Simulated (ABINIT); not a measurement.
A self-consistent single point of La3Mg (I4/mmm, 4 atoms in the cell) with ABINIT

Method of the run: LDA (PW92), PAW (JTH v2.0 LDA PAW) (plane waves; ABINIT).

Input as run:

```
# La3Mg, JTH v2.0 LDA PAW
pp_dirpath "./"
pseudos "La.LDA_PW-JTH.xml, Mg.LDA_PW-JTH.xml"
acell 3*1.0
rprim
        -4.7742229785    4.7742229785    9.8821337961
         4.7742229785   -4.7742229785    9.8821337961
         4.7742229785    4.7742229785   -9.8821337961
natom 4
ntypat 2
znucl 57 12
typat 1 1 1 2
xcart
         0.0000000000    0.0000000000    9.8821337961
         4.7742229785    0.0000000000    4.9410668981
         0.0000000000    4.7742229785    4.9410668981
         0.0000000000    0.0000000000    0.0000000000
ecut 26
pawecutdg 52
pawxcdev 0
occopt 7
tsmear 0.136 eV
nband 29
kptopt 1
ngkpt 6 6 6
nshiftk 1
shiftk 0 0 0
nstep 50
tolvrs 1.0e-10
prtwf 0
prtden 0
```

Output (repeated stretches shortened):

```
 Symmetries : space group I4/m m m (#139); Bravais tI (body-center tetrag.)

 -outvars: echo values of preprocessed input variables --------
            acell      1.0000000000E+00  1.0000000000E+00  1.0000000000E+00 Bohr
             ecut      2.60000000E+01 Hartree
              ixc       -1012
         kptrlatt        6    0    0      0    6    0      0    0    6
          kptrlen      5.72906757E+01
            natom           4
            nband          29
            ngfft          60      60      60
          ngfftdg          80      80      80
             nkpt          30
            nstep          50
             nsym          16
           ntypat           2
           occopt           7
        pawecutdg      5.20000000E+01 Hartree
         pawxcdev           0
            rprim     -4.7742229785E+00  4.7742229785E+00  9.8821337961E+00
                       4.7742229785E+00 -4.7742229785E+00  9.8821337961E+00
                       4.7742229785E+00  4.7742229785E+00 -9.8821337961E+00
          spgroup         139
           tolvrs      1.00000000E-10
           tsmear      4.99790825E-03 Hartree
            typat      1  1  1  2
           useylm           1
             xred      5.0000000000E-01  5.0000000000E-01  0.0000000000E+00
                       2.5000000000E-01  7.5000000000E-01  5.0000000000E-01
                       7.5000000000E-01  2.5000000000E-01  5.0000000000E-01
                       0.0000000000E+00  0.0000000000E+00  0.0000000000E+00
            znucl       57.00000   12.00000

== DATASET  1 ==================================================================

 Real(R)+Recip(G) space primitive vectors, cartesian coordinates (Bohr,Bohr^-1):
 R(1)= -4.7742230  4.7742230  9.8821338  G(1)=  0.0000000  0.1047291  0.0505964
 R(2)=  4.7742230 -4.7742230  9.8821338  G(2)=  0.1047291  0.0000000  0.0505964
 R(3)=  4.7742230  4.7742230 -9.8821338  G(3)=  0.1047291  0.1047291  0.0000000
 Unit cell volume ucvol=  9.0098201E+02 bohr^3
 Angles (23,13,12)=  1.32980911E+02  1.32980911E+02  6.86841273E+01 degrees

 Coarse grid specifications (used for wave-functions):

 getcut: wavevector=  0.0000  0.0000  0.0000  ngfft=  60  60  60
         ecut(hartree)=     26.000   => boxcut(ratio)=   2.18502

 Fine grid specifications (used for densities):

 getcut: wavevector=  0.0000  0.0000  0.0000  ngfft=  80  80  80
         ecut(hartree)=     52.000   => boxcut(ratio)=   2.05936

   8.70511429E+03                                ecore*ucvol(ha*bohr**3)

_setup2: Arith. and geom. avg. npw (full set) are    5704.968    5704.958

--- !BeginCycle
solver: {iscf: 17, nstep: 50, nline: 4, wfoptalg: 10, }
tolerances: {tolvrs: 1.00E-10, }
...

     iter   Etot(hartree)      deltaE(h)  residm     nres2
 ETOT  1  -151.95093649277    -1.520E+02 1.286E+01 3.940E+02
 ETOT  2  -160.95339990064    -9.002E+00 6.209E-01 3.048E+02
 ETOT  3  -160.35778482573     5.956E-01 8.873E-02 1.072E+02
 ETOT  4  -160.12994534187     2.278E-01 8.846E-03 2.853E+01
 ETOT  5  -160.06184496602     6.810E-02 7.971E-03 6.189E+00
 ETOT  6  -160.04359525860     1.825E-02 1.130E-02 7.418E-03
   [... 5 lines left out ...]
 ETOT 12  -160.04386332292     4.950E-09 1.637E-04 6.873E-07
 ETOT 13  -160.04386332238     5.444E-10 1.242E-04 4.397E-08
 ETOT 14  -160.04386332224     1.421E-10 1.376E-04 1.853E-09
 ETOT 15  -160.04386332223     1.421E-12 1.331E-04 1.060E-10
 ETOT 16  -160.04386332223     0.000E+00 1.366E-04 1.438E-11

 At SCF step   16       nres2   =  1.44E-11 < tolvrs=  1.00E-10 =>converged.

 Cartesian components of stress tensor (hartree/bohr^3)
  sigma(1 1)=  1.02083063E-04  sigma(3 2)=  0.00000000E+00
  sigma(2 2)=  1.02083063E-04  sigma(3 1)=  0.00000000E+00
  sigma(3 3)=  1.12419119E-04  sigma(2 1)=  0.00000000E+00

 ----iterations are completed or convergence reached----

 reduced coordinates (array xred) for    4 atoms
       0.500000000000      0.500000000000      0.000000000000
       0.250000000000      0.750000000000      0.500000000000
       0.750000000000      0.250000000000      0.500000000000
       0.000000000000      0.000000000000      0.000000000000
 cartesian forces (eV/Angstrom) at end:
    1     -0.00000000000000     0.00000000000000     0.00000000000000
    2      0.00000000000000    -0.00000000000000    -0.00000000000000
    3     -0.00000000000000    -0.00000000000000     0.00000000000000
    4     -0.00000000000000     0.00000000000000     0.00000000000000
 frms,max,avg= 4.7727221E-30 1.2744960E-29   0.000E+00  0.000E+00  0.000E+00 e/A
 length scales=  1.000000000000  1.000000000000  1.000000000000 bohr
              =  0.529177208590  0.529177208590  0.529177208590 angstroms
 Fermi (or HOMO) energy (hartree) =   0.14370   Average Vxc (hartree)=  -0.36337
 Eigenvalues (hartree) for nkpt=  30  k points:
 kpt#   1, nband= 29, wtk=  0.00463, kpt=  0.0000  0.0000  0.0000 (reduced coord)
  -2.60088   -1.40348   -1.40348   -1.40334   -1.06388   -1.05419   -1.05212   -0.48198
  -0.47402   -0.47402   -0.46024   -0.46024   -0.45194   -0.43734   -0.43628   -0.43628
  -0.00519    0.08128    0.09119    0.11442    0.13894    0.13894    0.15942    0.18024
   0.18024    0.19145    0.19633    0.19929    0.20411
      occupation numbers for kpt#   1
   2.00000    2.00000    2.00000    2.00000    2.00000    2.00000    2.00000    2.00000
   2.00000    2.00000    2.00000    2.00000    2.00000    2.00000    2.00000    2.00000
   2.00000    2.00000    2.00000    2.00000    1.82150    1.82150    0.00001    0.00000
   0.00000    0.00000    0.00000    0.00000    0.00000
 prteigrs : prtvol=0 or 1, do not print more k-points.

--- !EnergyTerms
comment             : Components of total free energy in Hartree
kinetic             :  3.28301761150834E+01
hartree             :  2.71560335965841E+01
xc                  : -3.24925376409570E+01
Ewald energy        : -1.09801777466918E+02
psp_core            :  9.66180702162982E+00
local_psp           : -8.23355089851637E+01
spherical_terms     : -5.05985639968453E+00
internal            : -1.60041663759426E+02
'-kT*entropy'       : -2.19858127831969E-03
total_energy        : -1.60043862340704E+02
total_energy_eV     : -4.35501497258990E+03
...

-Cartesian components of stress tensor (GPa)         [Pressure= -3.1048E+00 GPa]
- sigma(1 1)=  3.00338690E+00  sigma(3 2)=  0.00000000E+00
- sigma(2 2)=  3.00338690E+00  sigma(3 1)=  0.00000000E+00
- sigma(3 3)=  3.30748412E+00  sigma(2 1)=  0.00000000E+00

 Calculation completed.
```

The run converged in 16 iterations.

The starting cell comes from a database of computed structures (which also holds hypothetical and non-ambient phases and stackings), without a prior relaxation at this level. With a pressure of about -3 GPa the cell is away from its equilibrium volume at this level.

Cost on one core of a shared machine: roughly 10 min.
